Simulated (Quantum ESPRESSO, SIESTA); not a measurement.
A SIESTA input for a relaxation of cell and atoms of Au (Fm-3m, 1 atom in the cell) (DFT, GGA PBE, numerical atomic orbitals TZP, PseudoDojo PBE standard norm-conserving potentials (rewritten from UPF to PSML)):

```
# files in the folder: Au.psml (PseudoDojo PBE standard)
SystemName  Au
SystemLabel au

NumberOfAtoms                1
NumberOfSpecies              1
%block ChemicalSpeciesLabel
  1 79 Au
%endblock ChemicalSpeciesLabel
LatticeConstant              1.0 Bohr
%block LatticeVectors
     0.000000000    4.000417925    4.000417925
     4.000417925    0.000000000    4.000417925
     4.000417925    4.000417925    0.000000000
%endblock LatticeVectors
AtomicCoordinatesFormat      Ang
%block AtomicCoordinatesAndAtomicSpecies
     0.000000000    0.000000000    0.000000000  1
%endblock AtomicCoordinatesAndAtomicSpecies

XC.functional                GGA
XC.authors                   PBE
PAO.BasisSize                TZP
PAO.EnergyShift              0.01 Ry
MeshCutoff                   400 Ry
%block kgrid.MonkhorstPack
   13   0   0  0.0
    0  13   0  0.0
    0   0  13  0.0
%endblock kgrid.MonkhorstPack
OccupationFunction           MP
OccupationMPOrder            0
ElectronicTemperature        0.136 eV

MaxSCFIterations             150
SCF.Mixer.Method             Pulay
SCF.Mixer.Weight             0.2
SCF.Mixer.History            8
SCF.DM.Tolerance             1.0E-04
Diag.ParallelOverK           true
MD.TypeOfRun                 CG
MD.Steps                     40
MD.MaxForceTol               0.02 eV/Ang
MD.VariableCell              true
MD.MaxStressTol              0.05 GPa
WriteForces                  true
```

Q: Write the same calculation as an input for Quantum ESPRESSO.

A: One input that does it (others would too):

```fortran
&CONTROL
 calculation = 'vc-relax'
 prefix = 'au'
 outdir = './out'
 pseudo_dir = './'
 verbosity = 'high'
/
&SYSTEM
 ibrav = 2
 celldm(1) = 8.0008358500
 nat = 1
 ntyp = 1
 ecutwfc = 40
 ecutrho = 320
 occupations = 'smearing'
 smearing = 'gauss'
 degauss = 0.0099958
/
&ELECTRONS
 conv_thr = 1.0d-10
/
&IONS
/
&CELL
/
ATOMIC_SPECIES
Au   196.9666  au_pbe_v1.uspp.F.UPF
ATOMIC_POSITIONS {crystal}
Au    0.0000000000    0.0000000000    0.0000000000
K_POINTS {automatic}
13 13 13  0 0 0
```

Basis settings and potentials, where a program has them, do not carry over. This input uses DFT, PBE, plane waves, GBRV 1.5 ultrasoft (PBE) pseudopotentials.

The starting cell comes from a database of computed structures (which also holds hypothetical and non-ambient phases and stackings), without a prior relaxation at this level. Its lattice was rescaled by a random factor within 2.5 % of one.
